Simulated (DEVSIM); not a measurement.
abrupt InP p-n junction

Structure: abrupt InP p-n junction, at 300 K.

```tsv
layer (left to right)	material	thickness (μm)	Nd (cm⁻³)	Na (cm⁻³)	τn (s)	τp (s)
1	InP	0.230	-	2.8e17	3.3e-8	3.3e-8
2	InP	4.50	7.2e14	-	3.3e-8	3.3e-8
```

Left contact: ohmic. Right contact: ohmic. Voltage is applied to the left contact. Recombination: SRH at mid-gap, radiative, Auger. Mobility is constant in doping.

The device is made up for the run: typed textbook-type constants, with dimensions and the other settings drawn at random. Values at 300 K.

| parameter | InP |
|---|---|
| gap (eV) | 1.344 |
| affinity (eV) | 4.38 |
| permittivity | 12.5 |
| Nc (cm⁻³) | 5.7e17 |
| Nv (cm⁻³) | 1.1e19 |
| μn (cm²/Vs) | 5200 |
| μp (cm²/Vs) | 170 |
| B (cm³/s) | 1.2e-10 |
| Cn (cm⁶/s) | 9e-31 |
| Cp (cm⁶/s) | 9e-31 |

DEVSIM, 1D drift-diffusion, Boltzmann statistics, complete ionisation; no tunnelling, impact ionisation, image-force lowering or self-heating.

The potential step across the device at zero bias is 1.077 V and the largest field in the device at zero bias is 30000 V/cm. The dark forward voltage at 1 A/cm² comes out as 0.893 V and the dark forward voltage at 100 A/cm² is 1.042 V.

Dark reverse current:

| V (V) | J (A/cm²) |
|---|---|
| -0.04 | -2.1e-10 |
| -0.10 | -4.2e-10 |
| -0.20 | -7.0e-10 |
| -0.30 | -9.6e-10 |
| -0.40 | -1.2e-9 |
| -0.60 | -1.6e-9 |
| -0.80 | -2.1e-9 |
| -1.00 | -2.4e-9 |
| -1.30 | -2.9e-9 |
| -1.60 | -3.4e-9 |
| -2.00 | -4.0e-9 |

Dark forward current:

```tsv
V (V)	J (A/cm²)
0.05	5.0e-10
0.10	1.8e-9
0.15	5.2e-9
0.20	1.4e-8
0.25	4.0e-8
0.30	1.1e-7
0.35	3.0e-7
0.40	8.5e-7
0.45	2.4e-6
0.50	6.9e-6
0.55	2.1e-5
0.60	6.8e-5
0.65	0.00025
0.70	0.0011
0.75	0.0059
0.80	0.035
0.85	0.22
0.90	1.3
0.95	7.0
1.00	33
1.05	120
1.10	340
1.15	720
1.20	1200
1.25	1900
1.30	2600
```
